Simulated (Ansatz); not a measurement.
Consider KCl in the rock salt structure (space group Fm-3m, No. 225).

```
KCl
1.0
    0.00000     3.12185     3.12185
    3.12185     0.00000     3.12185
    3.12185     3.12185     0.00000
Cl K
1 1
Direct
  0.00000   0.00000   0.00000
  0.50000   0.50000   0.50000
```

Cartesian axes are those of the cell as printed.

The values are results of PBEsol (Ansatz, a quantum-chemistry and plane-wave program; PAW; 420 eV plane waves; scalar-relativistic without spin-orbit coupling), not measurements.

Base values:

- Electron mass = 0.43 mₑ (at Γ)
- Valence-band top at Γ = 0.00, 0.00, 0.00 eV
- Band gap = 5.10 eV

Modification: biaxial strain +0.34 %, plane normal [111], relaxed out of plane (Cartesian); in-plane vectors clamped, the third vector and the atoms free.

Predict the new electron mass, out-of-plane strain, valence-band top at Γ, band gap and in-plane stress.

The electron mass becomes 0.44 mₑ (at Γ) (base: 0.43 mₑ (at Γ)); the out-of-plane strain amounts to -0.36 %; the valence-band top at Γ (three highest levels, from the VBM) goes from 0.00, 0.00, 0.00 eV to 0.00, -0.01, -0.01 eV; the band gap falls by 0.02 eV to 5.08 eV; the mean in-plane stress (compression positive) amounts to -0.1 GPa.

Effective masses come from finite differences of ±0.01 Å⁻¹. Stability against distortions was not tested.
